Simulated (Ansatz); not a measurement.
**Equilibrium lattice constant a of ScIr3 (model structure, started from the D022 type, I4/mmm, No. 139, 4 atoms in the cell) at several levels of theory**

No measured value is used here.

```
level (code)     value (Å)
---------------  ---------
LDA (Ansatz)         3.878
PBEsol (Ansatz)      3.904
r²SCAN (Ansatz)      3.931
```

The crystal itself was run without spin with LDA, PBEsol, r²SCAN; a magnetic state was not tried in these runs. Density-functional levels without +SOC have no spin–orbit coupling. LDA, PBEsol, r²SCAN: the run has no spin polarisation, so it can have missed a magnetic state. Cutoffs differ between the levels. Ansatz's density-functional and Hartree–Fock values are scalar-relativistic unless marked +SOC, with PAW data made under PBE.

A model structure was made by putting elements into a prototype or built by hand; it is no filed structure, need not be a known phase, and can be a saddle point held by its symmetry.

Ansatz is an electronic-structure program.
